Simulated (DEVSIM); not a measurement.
System: illuminated InP p-on-n cell, one wavelength, at 400 K.

Layer 1 from the left is InP, thickness (μm) 0.320, Na (cm⁻³) 6.2e17, τn (s) 2.6e-10, τp (s) 2.6e-11, absorption coefficient (cm⁻¹) 48000. Layer 2 from the left is InP, thickness (μm) 2.60, Nd (cm⁻³) 1.1e17, τn (s) 6.3e-10, τp (s) 6.3e-10, absorption coefficient (cm⁻¹) 48000.

Left contact: ohmic, minority electron recombination velocity 6000 cm/s. Right contact: ohmic, minority hole recombination velocity 30000 cm/s. Voltage is applied to the left contact. Recombination: SRH at mid-gap, radiative, Auger. Light enters at the left, 1.9e17 photons cm⁻² s⁻¹, one pass, no reflection. Mobility is μmin + (μ − μmin)/(1 + (N/Nref)^α).

Constants are typed, rounded textbook-type inputs, not results; the design itself was drawn at random and stands for no fabricated device. Values at 300 K; Nc and Nv go as T^1.5, mobilities as T to minus their exponent, the gap by Varshni's rule with the affinity fixed.

InP: gap (eV) 1.344, affinity (eV) 4.38, permittivity 12.5, Nc (cm⁻³) 5.7e17, Nv (cm⁻³) 1.1e19, μn (cm²/Vs) 5200, μp (cm²/Vs) 170, μn,min 400, μp,min 10, Nref,n 3e17, Nref,p 4.9e17, αn 0.47, αp 0.62, T exponent of μn 2, T exponent of μp 2, B (cm³/s) 1.2e-10, Cn (cm⁶/s) 9e-31, Cp (cm⁶/s) 9e-31, Varshni α (eV/K) 0.000363, Varshni β (K) 162.

Model (solved in DEVSIM): 1D drift-diffusion, Boltzmann statistics, complete ionisation; no tunnelling, impact ionisation, image-force lowering or self-heating.

Dark forward current:

| |V| (V) | |J| (A/cm²) |
|---|---|
| 0.05 | 2.921e-6 |
| 0.10 | 8.626e-6 |
| 0.15 | 2.048e-5 |
| 0.20 | 4.563e-5 |
| 0.25 | 9.942e-5 |
| 0.30 | 0.0002150 |
| 0.35 | 0.0004644 |
| 0.40 | 0.001006 |
| 0.45 | 0.002193 |
| 0.50 | 0.004831 |
| 0.55 | 0.01082 |
| 0.60 | 0.02488 |
| 0.65 | 0.05969 |
| 0.70 | 0.1523 |
| 0.75 | 0.4222 |
| 0.80 | 1.287 |
| 0.85 | 4.302 |
| 0.90 | 15.42 |
| 0.95 | 57.07 |
| 1.00 | 203.6 |
| 1.05 | 637.0 |
| 1.10 | 1655 |
| 1.15 | 3612 |

Work out the local ideality factor n = ΔV / (kT/q · ln(J2/J1)) between the rows 0.15 and 0.20 V, 0.90 and 0.95 V, 1.10 and 1.15 V.

kT/q = 34.47 mV. From 0.15 to 0.20 V: ln(4.563e-5/2.048e-5) = 0.801, n = 1.81. From 0.90 to 0.95 V: ln(57.07/15.42) = 1.309, n = 1.11. From 1.10 to 1.15 V: ln(3612/1655) = 0.780, n = 1.86; the layers' resistance at their doping, Σ W/(qμN) = 1.5e-5 Ω cm², would take 29 mV of this step of 50 mV.

What current could the absorbed light give at most, and what share is collected?

Σ αd = 14.0, so qΦ(1 − exp(−Σ αd)) = 30.4 mA/cm². The simulated short-circuit current is 28.31 mA/cm², a share of 0.93.

Estimate the open-circuit voltage by superposition: the voltage at which the dark current equals that short-circuit current.

Interpolating ln J in the table gives 0.607 V. The simulation gives 0.607 V, the same within the digits that matter. Superposition holds where collection doesn't change with voltage.

Estimate the fill factor from FF0 = (v − ln(v + 0.72))/(v + 1), v = qVoc/(nkT), with n from the dark curve.

The rows about Voc, 0.60 and 0.65 V, give n = 1.66, so v = 10.6 and FF0 = 0.705. The simulation gives 0.687; the estimate lies 2.6 % above.
